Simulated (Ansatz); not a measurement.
An Ansatz (a quantum-chemistry and plane-wave program) run: GaCuSe2 with a change (pressure 2.1 GPa); Kohn–Sham DFT with the PBEsol functional, run in Ansatz with PAW and 420 eV plane waves, scalar-relativistic without spin-orbit coupling.

Input:

Ansatz 0.2 input:
```yaml
crystal:
  lattice:
    - [-2.7736256011, 2.7736256011, 5.5138663024]
    - [2.7736256011, -2.7736256011, 5.5138663024]
    - [2.7736256011, 2.7736256011, -5.5138663024]
  atoms:
    - { symbol: Ga, position: [0.5, 0.5, 0] }
    - { symbol: Ga, position: [0.25, 0.75, 0.5] }
    - { symbol: Cu, position: [0, 0, 0] }
    - { symbol: Cu, position: [0.75, 0.25, 0.5] }
    - { symbol: Se, position: [0.875, 0.8833202928, 0.5083202928] }
    - { symbol: Se, position: [0.1166797072, 0.625, 0.9916797072] }
    - { symbol: Se, position: [0.375, 0.3666797072, 0.4916797072] }
    - { symbol: Se, position: [0.6333202928, 0.125, 0.0083202928] }
basis: { ecutwfc: 420, ecutrho_ratio: 4, xc_grid: 2, fft_grid_basis: typed }
kpoints: { mp_grid: { grid: [8, 8, 8] } }
hamiltonian:
  xc: pbesol
  dispersion: none
  pseudopotentials: { kind: paw }
scf: { occupations: { method: fermi_dirac, width: 0.05 } }
relax: { f_tol: 0.01, max_steps: 60, cell: { stress_tol: 0.02, p_target: 2.1 } }
output: { forces: true, stress: true }
checkpoint: { write: state.ck, write_every: 1000 }
```

Output (explanatory and most iteration lines left out):

```
Relaxation: its limit of steps is 60 (relax.max_steps)
Pseudopotential: Ga, paw, valence charge 13
Pseudopotential: Cu, paw, valence charge 19
Pseudopotential: Se, paw, valence charge 16
Crystal: 8 atoms, lattice volume = 169.673 Å³
Basis set: ecut = 420 eV, 3331 PW (Γ), exchange–correlation on 96×96×96 points (8 copies of the dense FFT grid, shifted against one another)
Bands: 77, of which v1, the nominal top of the filled ones, is band 64 counted from 1 (63 counted from 0)
Symmetry: 8 space group operations
Space group: I-42d (ITA 122), of the structure as read, at distance tolerance 5.5e-5 Å
k-points: 59 of 512 (time reversal used)
Functional: x = pbesol(κ = 0.804, μ = 0.12345679012345678), c = pbesol(β = 0.046)
SCF iter   1: F=—  HF=-42364.436858 eV  |F-HF|=—  |Δ(HF+E_count)|=         —  Δρ=9.12e-3  dr2=9.63e-2  ethr=1.77e-3  ⟨swp⟩=5.9  Hψ=16012  notcnv=0  defer=11
SCF iter   2: F=—  HF=-42364.440440 eV  |F-HF|=—  |Δ(HF+E_count)|=   3.58e-3  Δρ=9.07e-3  dr2=9.02e-2  ethr=7.52e-5  ⟨swp⟩=2.0  Hψ=9475  notcnv=0  defer=321
SCF 1 converged in 9 iterations: F = -42364.418325 eV  dr2 = 6.66e-9
relax step   1: F+E_penalty+E_count = -42364.41832547 eV  Δ(F+E_penalty+E_count) = +0.000e0 eV  max|allowed force component| = 2.215e-3 eV/Å  Δτ_max = 0.0000 Å  P = +0.906 GPa  Ω = 169.673 Å³  (9 SCF iters, dr2 threshold 1.00e-7 eV, accepted)
[... steps on the carried basis left out ...]
relax step   4: F+E_penalty+E_count = -42364.39404990 eV  Δ(F+E_penalty+E_count) = +6.672e-4 eV  max|allowed force component| = 3.266e-3 eV/Å  Δτ_max = 0.0000 Å  P = +2.108 GPa  Ω = 167.077 Å³  stress off target by 1.52e-2 GPa  SCF on the basis re-selected at this cell (its energy is not comparable with the rows above)  (9 SCF iters)
SCF converged after 9 iterations
Free energy (F): -42364.394050 eV
Internal energy: -42364.393780 eV  (E = F + TS)
E sigma→0 (E₀):  -42364.393915 eV
Entropy (-TS):   -0.000270 eV (-0.034 meV/atom)
Fermi energy:    9.474358 eV
--- Forces (eV/Å), atoms counted from 1 ---
  atom   1  Ga    -0.00000000    -0.00000000    -0.00000000
  atom   2  Ga     0.00000000    -0.00000000    -0.00000000
  atom   3  Cu    -0.00000000     0.00000000    -0.00000000
  atom   4  Cu    -0.00000000     0.00000000     0.00000000
  atom   5  Se     0.00326611     0.00000000     0.00000000
  atom   6  Se    -0.00000000    -0.00326611     0.00000000
  atom   7  Se    -0.00326611     0.00000000     0.00000000
  atom   8  Se    -0.00000000     0.00326611     0.00000000
--- Stress (GPa, compression-positive) ---
        2.104715      -0.000000      -0.000000
       -0.000000       2.104715       0.000000
       -0.000000       0.000000       2.115225
  P = ⅓ Tr σ = 2.1082 GPa (21.082 kbar)
--- Relaxed structure (3 steps of the walk, 3 accepted, 1 SCFs on fresh bases) ---
  cell:  # Å, volume = 167.0773 Å³
    - [-2.759552904237836, 2.759552904237836, 5.485043680022207]
    - [2.759552904237836, -2.759552904237836, 5.485043680022207]
    - [2.759552904237836, 2.759552904237836, -5.485043680022207]
  atoms:
    - { symbol: Ga, position: [0.5, 0.5, 2.4431068040856852e-21] }
    - { symbol: Ga, position: [0.25000000000000006, 0.75, 0.5] }
    - { symbol: Cu, position: [2.4431068040860377e-21, -1.793989744516131e-34, 2.4431068040859847e-21] }
    - { symbol: Cu, position: [0.75, 0.25000000000000006, 0.5] }
    - { symbol: Se, position: [0.8749999999999999, 0.8834935368329673, 0.5084935368329673] }
    - { symbol: Se, position: [0.11650646316703264, 0.6249999999999999, 0.9915064631670325] }
    - { symbol: Se, position: [0.375, 0.3665064631670327, 0.4915064631670326] }
    - { symbol: Se, position: [0.6334935368329673, 0.12500000000000003, 0.008493536832967358] }
```

Load acts through the strain it causes; cell and atoms are relaxed under it. No phonon test of stability was made. All final runs are without spin polarisation. The cell was made from GaCuSe2 in the chalcopyrite structure (space group I-42d, No. 122) by this change: pressure 2.1 GPa.
